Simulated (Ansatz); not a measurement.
Levels about the gap of amorphous In9Ga9Zn9O39B2 (68 atoms in a cell of 870 Å³, 5.53 g/cm³; zone centre alone, so wide bands show as single levels with stretches between that a denser mesh fills), at the geometry that PBE relaxed, where it gives 0.4 GPa on a denser mesh. The participation number counts the atoms over which a state spreads; weights are charges in smoothed Voronoi cells. The levels come from a single point, so bond lengths are those of that geometry. Method of the levels: PBE, scalar-relativistic without spin-orbit coupling (Ansatz, a first-principles code). Sampling: the zone centre alone; Fermi-Dirac width 0.02 eV; no spin polarisation. At PBE the levels at the filled edge of the gap are localised (band-tail or defect states), and the nearest spread-out levels lie 1.2 eV apart at the zone centre.

It comes from a melt-quench run on a machine-learned potential (CHGNet), relaxed afterwards by DFT. O atoms were pushed apart under 1.9 Å during the dynamics, to hinder bonds among them. The hot cell started wider than the set density and was brought back towards it in steps. It is the lowest in DFT energy of 2 quenches. It is a model cell: composition and starting density were chosen by hand, and all elements were melted together. No dispersion term was used. Its density started from a set value of 5.61 and ended at 5.53 g/cm³. Cooling (nominally 320 K/ps over its main leg) ran many orders faster than in experiment, which tends to leave more defects and strain. Values belong to this one cell and scatter from quench to quench. Volume and shape were free in the relaxation. Stress components on the final sampling reach 0.7 GPa. Cycles of charging lowered its energy after that relaxation.

| E - E(highest filled), eV | filling | participation number | largest on | weight O | weight In | weight Zn | weight Ga |
|---|---|---|---|---|---|---|---|
| -0.70 | filled | 11.1 | O, 3 neighbours | 0.84 | 0.02 | 0.12 | 0.01 |
| -0.66 | filled | 9.4 | O, 3 neighbours | 0.87 | 0.02 | 0.10 | 0.01 |
| -0.62 | filled | 15.3 | O, 3 neighbours | 0.84 | 0.02 | 0.12 | 0.01 |
| -0.47 | filled | 11.3 | O, 3 neighbours | 0.85 | 0.01 | 0.12 | 0.02 |
| -0.33 | filled | 6.0 | O, 3 neighbours | 0.87 | 0.01 | 0.11 | 0.01 |
| -0.21 | filled | 6.4 | O, 3 neighbours | 0.83 | 0.01 | 0.14 | 0.01 |
| 0.00 | filled | 6.1 | O, 3 neighbours | 0.80 | 0.01 | 0.17 | 0.01 |
| 0.58 | empty | 60.3 | In, 6 neighbours | 0.51 | 0.22 | 0.14 | 0.13 |
| 3.12 | empty | 42.5 | In, 6 neighbours | 0.59 | 0.25 | 0.07 | 0.08 |
| 3.26 | empty | 32.3 | In, 6 neighbours | 0.58 | 0.28 | 0.07 | 0.07 |
| 3.39 | empty | 39.3 | In, 5 neighbours | 0.59 | 0.25 | 0.05 | 0.11 |
| 3.55 | empty | 40.6 | Ga, 5 neighbours | 0.57 | 0.20 | 0.06 | 0.16 |
| 3.60 | empty | 36.6 | In, 5 neighbours | 0.57 | 0.19 | 0.12 | 0.10 |
| 3.94 | empty | 41.1 | In, 6 neighbours | 0.57 | 0.18 | 0.15 | 0.09 |

Most localised among these is the filled level at -0.33 eV, on a O atom, which has 3 neighbours (Zn 1.87 Å, Zn 1.88 Å, In 2.11 Å).
